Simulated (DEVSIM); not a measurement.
System: illuminated Si n-on-p cell, one wavelength, at 400 K.

| layer (left to right) | material | thickness (μm) | Nd (cm⁻³) | Na (cm⁻³) | τn (s) | τp (s) | absorption coefficient (cm⁻¹) |
|---|---|---|---|---|---|---|---|
| 1 | Si | 0.960 | 2.8e18 | - | 2.8e-5 | 4.5e-5 | 13000 |
| 2 | Si | 92.0 | - | 2.3e16 | 0.00025 | 0.00025 | 13000 |

Left contact: ohmic, minority hole recombination velocity 10000 cm/s. Right contact: ohmic, minority electron recombination velocity 400 cm/s. Voltage is applied to the left contact. Recombination: SRH at mid-gap, radiative, Auger. Light enters at the left, 3.3e17 photons cm⁻² s⁻¹, one pass, no reflection. Mobility is μmin + (μ − μmin)/(1 + (N/Nref)^α).

This is a model device: material constants are rounded textbook-type values typed into the input, and sizes, dopings and lifetimes were drawn at random. Values at 300 K; Nc and Nv go as T^1.5, mobilities as T to minus their exponent, the gap by Varshni's rule with the affinity fixed.

| parameter | Si |
|---|---|
| gap (eV) | 1.124 |
| affinity (eV) | 4.05 |
| permittivity | 11.7 |
| Nc (cm⁻³) | 2.86e19 |
| Nv (cm⁻³) | 3.1e19 |
| μn (cm²/Vs) | 1417 |
| μp (cm²/Vs) | 470 |
| μn,min | 52 |
| μp,min | 45 |
| Nref,n | 9.7e16 |
| Nref,p | 2.2e17 |
| αn | 0.68 |
| αp | 0.72 |
| T exponent of μn | 2.3 |
| T exponent of μp | 2.2 |
| B (cm³/s) | 4.7e-15 |
| Cn (cm⁶/s) | 2.8e-31 |
| Cp (cm⁶/s) | 9.9e-32 |
| Varshni α (eV/K) | 0.000473 |
| Varshni β (K) | 636 |

Simulated with DEVSIM: 1D drift-diffusion, Boltzmann statistics, complete ionisation; no tunnelling, impact ionisation, image-force lowering or self-heating.

The thickness of layer 1 was swept, all else fixed.

```tsv
thickness of layer 1 (μm)	fill factor	short-circuit current (mA/cm²)	share of generated pairs collected at short circuit	largest power (mW/cm²)
0.19	0.74	52.4	0.991	17.7
0.34	0.74	51.6	0.976	17.4
0.58	0.74	49.9	0.943	16.8
0.96	0.74	(withheld)	(withheld)	15.6
1.6	0.74	40.8	0.771	13.5
2.9	0.74	31.3	0.592	10.2
4.8	0.73	22.6	0.427	7.09
```

**Question.** What belongs in the gaps?

**Answer.** 
- 0.96, short-circuit current (mA/cm²): 46.5
- 0.96, share of generated pairs collected at short circuit: 0.880
